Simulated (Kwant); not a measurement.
Device: Aharonov-Bohm ring in a InSb two-dimensional gas. Effective mass 0.014 mₑ, grid spacing 12 nm, hard walls, nominal width 150 nm (13 grid rows, so walls 168 nm apart), one parabolic valley, scattering region 990 nm long along x; energies count from the band bottom; Fermi energy 0.0037 eV. Ring of mean radius 270 nm, arms as wide as the leads. Perpendicular field swept from 0 to 0.054 T, none in the leads; orbital effect alone.

The device is made up for the run: typed textbook-type constants, with dimensions and the other settings drawn at random.

Computed with Kwant: effective-mass tight-binding model on a square grid, one spin, coherent transport at 0 K. Conductance is in e²/h.

Density of the scattering states that come in from the left lead, at field = 0.040652 T, in bins, relative to the largest site value (x marks bins outside the device):

```
|xxxxxxxxxxxxxxx      ..      xxxxxxxxxxxxxxx|
|xxxxxxxxxxxx    ..  :-:. .:.    xxxxxxxxxxxx|
|xxxxxxxxxxx    .:-. .:.  ::.  .  xxxxxxxxxxx|
|xxxxxxxxxx  ... ...      .. .::.  xxxxxxxxxx|
|xxxxxxxxx   :::             .::.   xxxxxxxxx|
|xxxxxxxx     ..    xxxxxx        .  xxxxxxxx|
|xxxxxxxx --.     xxxxxxxxxx    .::. xxxxxxxx|
|xxxxxxx :=-.    xxxxxxxxxxxx   .:.   xxxxxxx|
|     ..:=-    xxxxxxxxxxxxxxxx    :-:.      |
| .::-=*#+::-: xxxxxxxxxxxxxxxx    -+*+=::...|
| .::.:--.:%@-xxxxxxxxxxxxxxxxxx   .....     |
| .--.:-:.:%@-xxxxxxxxxxxxxxxxxx ........... |
| .---=++=::-: xxxxxxxxxxxxxxxx   .-==----:..|
|      .:-:    xxxxxxxxxxxxxxxx    .:..      |
|xxxxxxx :==:.   xxxxxxxxxxxx   .::.  xxxxxxx|
|xxxxxxxx.-=:     xxxxxxxxxx    .--. xxxxxxxx|
|xxxxxxxx ..  ::.   xxxxxx    .. ..  xxxxxxxx|
|xxxxxxxxx   :-:.            .--:   xxxxxxxxx|
|xxxxxxxxxx  ::. .:.  .   .. .:-:  xxxxxxxxxx|
|xxxxxxxxxxx    .-=. .-:  --.  .  xxxxxxxxxxx|
|xxxxxxxxxxxx    ::. :--. ::.    xxxxxxxxxxxx|
|xxxxxxxxxxxxxxx     ...      xxxxxxxxxxxxxxx|
```
Scale: ten equal steps from 0.000 (start of ' ') to 0.817 (end of '@'), in the order ' .:-=+*#%@'; x runs from -481 to 481, y from -321 (bottom) to 321 (top).

The conductance there is 0.070 e²/h with 1 open channel(s) in the leads.
